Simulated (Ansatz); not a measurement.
For Sr2TaNO3 (Immm, No. 71, 7 atoms in the cell; start mp-1218704), PBEsol (plane waves, PAW; Ansatz, a quantum-chemistry and plane-wave program) gives:

```
Property               Result
---------------  ------------
bulk modulus B0       146 GPa
cohesive energy  6.60 eV/atom
band gap              0.59 eV
```

What does r²SCAN (plane waves, PAW; Ansatz) give for the same quantities?


- bulk modulus: 147 GPa (stays essentially unchanged)
- cohesive energy: 6.30 eV/atom (drops by 0.30 eV/atom)
- band gap: 1.07 eV (rises by 0.48 eV)

Changes are worked out from the printed values.

Unless a cell is named, each level is at its own relaxed cell (PBEsol 14.49, r²SCAN 14.68 Å³/atom).

Levels without +SOC leave out spin–orbit coupling, which shifts energies and cells of such heavy elements.

Levels without +SOC have no spin–orbit coupling; where heavier elements are present it shifts gaps, mostly down, and can invert bands. Density-functional gaps are differences of (generalised) Kohn–Sham levels.

Caveats: the bulk modulus is −V dP/dV from two relaxed cells at ±2 % in volume (PBEsol, r²SCAN); the relaxation could not lower the start's symmetry, so the cell can be a saddle point above a distorted one (PBEsol, r²SCAN). Ansatz's density-functional and Hartree–Fock values are scalar-relativistic unless marked +SOC, with PAW data made under PBE.

A start named mp-… is a Materials Project structure, which need not be a measured phase.
